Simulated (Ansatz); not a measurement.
# SnTe, response to strain

Base system: SnTe in the rock salt structure (space group Fm-3m, No. 225; a = 6.370 Å). Axes: x, y, z lie along the cube axes.

Strains are applied to the cell and any free atomic positions relax; under biaxial strain the out-of-plane vector relaxes too.

Level of theory: Ansatz (a program for electronic structure) r2SCAN, spin-orbit coupling left out.

Notes on the quantities. pressure: mean of the normal stresses, compression positive; energy relative to the base: free energy F.

```tsv
variant	pressure	energy relative to the base	volume per atom
base	0.0 GPa	0 meV/atom	32.30 Å³
biaxial strain −2.50 %, plane normal [111], relaxed out of plane	1.2 GPa	+9.1 meV/atom	31.44 Å³
biaxial strain −2.08 %, plane normal [111], relaxed out of plane	1.0 GPa	+6.2 meV/atom	31.59 Å³
biaxial strain −1.67 %, plane normal [111], relaxed out of plane	0.8 GPa	+4.0 meV/atom	31.73 Å³
biaxial strain −1.25 %, plane normal [111], relaxed out of plane	0.6 GPa	+2.3 meV/atom	31.87 Å³
biaxial strain −0.83 %, plane normal [111], relaxed out of plane	0.4 GPa	+1.0 meV/atom	32.02 Å³
biaxial strain −0.42 %, plane normal [111], relaxed out of plane	0.2 GPa	+0.3 meV/atom	32.16 Å³
```

Stability against distortions was not tested. All final runs are without spin polarisation.
